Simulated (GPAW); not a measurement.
Band structure of TiCo3 (Pm-3m, 4 atoms in the cell).

```
CELL_PARAMETERS angstrom
      3.58679     0.00000     0.00000
      0.00000     3.58679     0.00000
      0.00000     0.00000     3.58679
ATOMIC_POSITIONS crystal
  Ti 0.00000 0.00000 0.00000
  Co 0.50000 0.50000 0.00000
  Co 0.00000 0.50000 0.50000
  Co 0.50000 0.00000 0.50000
```
Moments meant for the start (each program seeds them in its own way; μB, in the order of the atoms Ti Co Co Co): 1.0 3.0 3.0 3.0.

Computed with LDA (Perdew-Wang 92), GPAW PAW datasets LDA (gpaw-data 1.0.1) (plane waves; GPAW 25.7.0).

Settings: spinpol = true; mode = pw; ecut = 850 eV; xc = LDA; kpts = 5 5 5; mesh shift (steps) = 0 0 0; occupations.name = methfessel-paxton; occupations.width = 0.272 eV; occupations.order = 0; nbands = -10; convergence.density = 1e-05 e/electron; symmetry.symmorphic = false; symmetry.tolerance = 0.0005; maxiter = 120.

The starting cell comes from a database of computed structures (which also holds hypothetical and non-ambient phases and stackings), without a prior relaxation at this level. The starting moments vanished: the run ended non-magnetic, which need not be the lowest state.

Levels in eV from the Fermi level, bands 16 to 23 of the first spin channel:
```tsv
point	16	17	18	19	20	21	22	23
Γ	-0.07	0.42	0.66	0.66	0.66	2.47	2.47	3.23
X	-0.72	-0.58	-0.58	-0.51	0.09	0.66	1.14	1.14
M	-1.26	-0.90	-0.79	-0.79	-0.37	-0.37	1.64	1.64
R	-0.95	-0.08	0.45	0.45	0.45	0.76	0.76	0.76
```

Bands cross the Fermi level along this path, so the cell is metallic at this level.

The net moment of the cell came out as 0.00 μB.
